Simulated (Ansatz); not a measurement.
# TaAgO3, response to strain

Take TaAgO3 (space group R-3c, No. 167; a = 5.4770 Å, c = 13.8035 Å (hexagonal axes); a cell from a computed database, its experimental status unchecked) as the base. Axes: x lies along a and z along c of the hexagonal cell.

Strains are applied to the cell and any free atomic positions relax; under biaxial strain the out-of-plane vector relaxes too.

The values are results of Ansatz (a quantum-chemistry and plane-wave program), PBEsol, PAW, cutoff 420 eV, no spin-orbit coupling, not measurements.

Notes on the quantities. pressure: mean of the normal stresses, compression positive.

```tsv
change	smallest direct gap	band gap	gap character	pressure
base	1.87 eV	1.77 eV	indirect, k = (0.125, 0.125, -3/8) in the run's primitive reciprocal basis → F	-0.01 GPa
biaxial strain +1.58 %, plane normal [001], relaxed out of plane	1.90 eV	1.85 eV	indirect, k = (0, -1/2, 0.125) in the run's primitive reciprocal basis → F	___
uniaxial strain ε_xx = +0.74 %	1.86 eV	1.77 eV	indirect, k = (0.125, 0.125, -3/8) in the run's primitive reciprocal basis → Y₂	___
tensor shear ε_xy = −0.67 %	1.82 eV	___	indirect, k = (3/8, -0.125, -0.125) in the run's primitive reciprocal basis → T	-0.01 GPa
```

### Question
What belongs in the blanks?

### Answer

- biaxial strain +1.58 %, plane normal [001], relaxed out of plane, pressure: -2.51 GPa
- uniaxial strain ε_xx = +0.74 %, pressure: -1.42 GPa
- tensor shear ε_xy = −0.67 %, band gap: 1.74 eV

Spin-orbit coupling, missing from the scalar runs, can matter with Ta. No phonon test of stability was made. k-point labels follow each cell's own Brillouin zone.
